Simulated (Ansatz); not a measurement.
Be2Ag (Fd-3m), Ansatz (a first-principles code) with PBEsol, DFPT electron-phonon coupling, linearised Boltzmann equation: phonon-limited resistivity 6.13 μΩ·cm at 300 K, 9.04 μΩ·cm at 400 K, current-weighted mean free path 26 nm, Drude plasma energy 5.80 eV.

Q: Estimate the electronic thermal conductivity at 300 K by the Wiedemann-Franz law (L₀ = 2.44×10⁻⁸ W·Ω/K²).

A: L₀T/ρ = 2.44×10⁻⁸ × 300/(6.13×10⁻⁸) = 119 W/(m·K). Inelastic scattering puts the true Lorenz number somewhat under L₀ near and below the Debye temperature.

Q: What temperature coefficient of resistance follows, and how does it compare with 1/T?

A: (ρ₄₀₀ − ρ₃₀₀)/(100 K × ρ₃₀₀) = 4.75×10⁻³ K⁻¹, against 1/T = 3.33×10⁻³ K⁻¹ for a resistivity proportional to T. It lies higher because phonons are still being populated at 300 K; impurities would add a constant and lower it.

Q: What Drude relaxation time do resistivity and plasma energy imply?

A: ω_p = 8.81e15 s⁻¹, so τ = 1/(ε₀ ω_p² ρ) = 23.7 fs, a damping ħ/τ of 27.7 meV.

A metal at this level (no band gap). Only scattering by harmonic phonons is included (no impurities, grain boundaries, electron-electron scattering or thermal expansion). Spin-orbit coupling is left out. Halving the electron mesh (24x24x24) moves the resistivity by up to 1 % at 300 K, the mean free path by up to 3 %. Smearing 0.20 eV; phonons on a 4x4x4 q mesh, which this run doesn't test.

Formula and space group known from diffraction (Crystallography Open Database), not checked to be the room-temperature form: Be2Ag (Fd-3m).
